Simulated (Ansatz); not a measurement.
**GaP: response to strain**

Base system: GaP in the zinc blende structure (space group F-43m, No. 216).

```yaml
crystal:
  lattice:
    - [0.00000, 2.72566, 2.72566]
    - [2.72566, 0.00000, 2.72566]
    - [2.72566, 2.72566, 0.00000]
  atoms:
    - { symbol: Ga, position: [0.00000, 0.00000, 0.00000] }
    - { symbol: P, position: [0.25000, 0.25000, 0.25000] }
```

Strains are applied to the cell and any free atomic positions relax.

Calculations: r2SCAN/PAW in Ansatz (a program for electronic structure), no spin-orbit coupling.

Notes on the quantities. energy relative to the base: free energy F.

```csv
isotropic strain (%),energy relative to the base (meV/atom)
-3,49.8
-2.5,34.0
-2,?
-1.5,11.8
-1,5.2
-0.5,1.3
0,0.0
```

Question: Fit ΔE = Aε² + Bε³ (ε in %) to the rows shown and predict the withheld row.

Answer: Least squares on the printed values gives A = 4.98 and B = -0.18 meV/atom (largest residual 0.0 meV/atom); this predicts 21.4 meV/atom, and the run gives 21.4 meV/atom, in agreement.

Stability against distortions was not tested.
